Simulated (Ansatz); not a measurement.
**Hypothetical rock salt PdGe, response to strain**

Start from PdGe in the rock salt structure (space group Fm-3m, No. 225; a hypothetical phase, not in the database extracts checked).

```
CELL_PARAMETERS angstrom
      0.00000     2.56413     2.56413
      2.56413     0.00000     2.56413
      2.56413     2.56413     0.00000
ATOMIC_POSITIONS crystal
  Ge 0.00000 0.00000 0.00000
  Pd 0.50000 0.50000 0.50000
```

Cartesian axes are those of the cell as printed.

Strains are applied to the cell and any free atomic positions relax; under biaxial strain the out-of-plane vector relaxes too; under stress the whole cell relaxes.

Calculations: PBEsol in Ansatz (plane waves to 420 eV, PAW, no spin-orbit coupling).

Candidates:
(a) biaxial strain −2.21 %, plane normal [110], relaxed out of plane
(b) biaxial strain +2.80 %, plane normal [001], relaxed out of plane
(c) uniaxial strain ε_xx = +1.12 %
(d) isotropic strain −1.37 %
(e) uniaxial stress, 3 GPa tension along x

Notes on the quantities. energy relative to the base: free energy F.

Task: Order them by energy relative to the base, highest first.

Result: (b) biaxial strain +2.80 %, plane normal [001], relaxed out of plane (+14 meV/atom), (d) isotropic strain −1.37 % (+12 meV/atom), (e) uniaxial stress, 3 GPa tension along x (+4.2 meV/atom), (a) biaxial strain −2.21 %, plane normal [110], relaxed out of plane (+2.1 meV/atom), (c) uniaxial strain ε_xx = +1.12 % (+1.2 meV/atom)

Without a gap, meshes like the base's 16×16×16 leave anisotropic stresses uncertain by several tenths of a GPa, and small strain energies with them. Stability under load was not tested beyond the relaxation. The final runs are not spin-polarised.

Ansatz is a program for electronic structure.
